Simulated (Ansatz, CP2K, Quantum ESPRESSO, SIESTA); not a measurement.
CdHgSe2 (R3m, 4 atoms in the cell) computed with different codes at matched settings

Self-consistent single point.

```xyz
4
Lattice="2.2031 1.2720 7.1878 -2.2031 1.2720 7.1878 0.0000 -2.5439 7.1878" Properties=species:S:1:pos:R:3 pbc="T T T"
Cd     0.0000     0.0000    10.7888
Hg     0.0000     0.0000    21.5602
Se     0.0000     0.0000    18.8508
Se     0.0000     0.0000     8.0992
```

Shared settings, as Ansatz (an electronic-structure program) writes them: kpoints.mp_grid.grid = 6 6 6; scf.occupations.method = fermi_dirac; scf.occupations.width = 0.0073 Ry. Potentials and cutoffs stand in the table.

```csv
code,model,pressure (GPa),largest force (eV/Å),cutoff
CP2K,"PBEsol, GPW, DZVP-MOLOPT-SR-GTH basis, GTH-PBE potentials (GTH_POTENTIALS)",-1.56,0.033,grid 500 Ry
SIESTA,"GGA PBEsol, numerical atomic orbitals DZP, PseudoDojo PBEsol standard norm-conserving potentials (rewritten from UPF to PSML)",-5.08,0.229,grid 350 Ry
Quantum ESPRESSO,"PBEsol, GBRV 1.5 ultrasoft (PBESOL) pseudopotentials",-2.58,0.020,40 Ry
Ansatz,"PBEsol, PAW files made with PBE",-2.65,0.016,30.9 Ry
```

No clean gap comes from CP2K, SIESTA, Quantum ESPRESSO and Ansatz: levels at the Fermi energy touch, overlap or are partly filled at this smearing.

On Ansatz's run: spin-orbit coupling is off.

The spread over the programs that give each value: pressure within 3.52 GPa; largest force within 0.213 eV/Å.

CP2K and SIESTA use small atom-centred bases, whose incompleteness enters pressures, forces and empty levels differently from a plane-wave cutoff. Ansatz's pressure is given at a fixed set of plane waves, as the other plane-wave codes print theirs. In the pressure, CP2K (by 1.06) and SIESTA (by 2.46) lie more than 1 GPa from the median of the plane-wave programs. In the force vectors, SIESTA (by 0.211) lies more than 0.08 eV/Å from the median of the plane-wave programs.

The starting cell comes from a database of computed structures (which also holds hypothetical and non-ambient phases and stackings), without a prior relaxation at this level. Its lattice was rescaled by a random factor within 2.5 % of one.

Keys are those of Ansatz 0.2.
